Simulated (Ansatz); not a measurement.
System: quartz-high SiO2 (high-temperature phase). Method: LDA (Ansatz, an electronic-structure program, plane waves, PAW).

Settings: plane-wave cutoff 520 eV, 12×12×6 k mesh (along the axes of the cell as run), Fermi–Dirac smearing 0.01 eV, scalar-relativistic PAW data made under PBE.

Cell (relaxed at this level):

```cif
data_O6Si3
_chemical_formula_sum 'Si3 O6'
_space_group_name_H-M_alt 'P6422'
_space_group_IT_number 181
_space_group_name_Hall 'P 64 2 (0 0 2)'
_cell_length_a 5.03941
_cell_length_b 5.03941
_cell_length_c 5.52699
_cell_angle_alpha 90.000
_cell_angle_beta 90.000
_cell_angle_gamma 120.000
loop_
_atom_site_label
_atom_site_type_symbol
_atom_site_symmetry_multiplicity
_atom_site_Wyckoff_symbol
_atom_site_fract_x
_atom_site_fract_y
_atom_site_fract_z
_atom_site_occupancy
Si1 Si 3 c 0.50000 0.00000 0.00000 1
O1 O 6 j 0.20779 0.41557 0.50000 1
```

What does this level give for the band gap?


- band gap = 5.50 eV (on the SCF k mesh)

Note: symmetry holds this phase in the static calculation, where it need not be a minimum; held by symmetry at 0 K, a high-temperature phase can be a saddle point.

The computed numbers hold no vibrational or temperature effects.
